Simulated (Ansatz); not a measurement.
System: Al2Cu (I4/mcm, No. 140, 6 atoms in the cell; start mp-998). Method: r²SCAN (PAW; Ansatz, a quantum-chemistry and plane-wave program).

Settings: plane-wave cutoff 560 eV, 14×14×14 k mesh, Fermi–Dirac smearing 0.05 eV, no spin polarisation, scalar-relativistic PAW data made under PBE.

Cell (relaxed at this level):

```xyz
6
Lattice="-2.9990 2.9990 2.4023 2.9990 -2.9990 2.4023 2.9990 2.9990 -2.4023" Properties=species:S:1:pos:R:3 pbc="T T T"
Al     0.9554     2.0435     2.4023
Al     2.0435     0.9554     0.0000
Al     0.9554     3.9544     0.0000
Al     2.0435    -0.9554     2.4023
Cu     0.0000     0.0000     1.2012
Cu     0.0000     0.0000     3.6035
```

**Question.** Give the computed bulk modulus.

**Answer.** 
* **bulk modulus**: 114 GPa

The run finds no gap.

Note: the bulk modulus is −V dP/dV from two relaxed cells at ±2 % in volume; the relaxation could not lower the start's symmetry, so the cell can be a saddle point above a distorted one.

The computed numbers hold no vibrational or temperature effects.

A start named mp-… is a Materials Project structure, which need not be a measured phase.
